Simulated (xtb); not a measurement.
xtb 6.7.1, GFN1-xTB: Au(OMe)(CO) (C[O][Au]<-[C-]#[O+]), 8 atoms. The geometry is a generated start, not checked to be a minimum at this level.

```
Quantity                   Value
-----------------  -------------
run flags                 --grad
method                  GFN1-xTB
--acc                1 (default)
--etemp (K)        300 (default)
basis functions               32
valence electrons             34
```

```xyz
8

Au     1.0605     0.4070     0.6648
O      0.2603    -0.1918    -0.9436
C     -1.0513    -0.5402    -1.2200
H     -1.7416     0.2990    -1.0460
H     -1.1242    -0.8334    -2.2740
H     -1.3886    -1.3855    -0.6030
O      2.1813     1.2869     3.2216
C      1.8037     0.9580     2.2001
```

Charge 0 and multiplicity 1 are set for this test and not shown to be the ground state.

One run each on 1 thread. Values of broydamp tried: 0.02, 0.05, 0.1, 0.2, 0.4 (default), 0.6, 0.8, 1.

Question: How does the count of SCC iterations change with broydamp, and where is it least?

Answer: Fewest SCC iterations: 0.4 (default) with 12. The count rises to 35 at 0.02. All converge to one solution.

```json
[
 {"broydamp": "0.02", "SCC iterations": "35", "end": "same solution"},
 {"broydamp": "0.05", "SCC iterations": "33", "end": "same solution"},
 {"broydamp": "0.1", "SCC iterations": "31", "end": "same solution"},
 {"broydamp": "0.2", "SCC iterations": "15", "end": "same solution"},
 {"broydamp": "0.4 (default)", "SCC iterations": "12", "end": "same solution"},
 {"broydamp": "0.6", "SCC iterations": "14", "end": "same solution"},
 {"broydamp": "0.8", "SCC iterations": "18", "end": "same solution"},
 {"broydamp": "1", "SCC iterations": "21", "end": "same solution"}
]
```
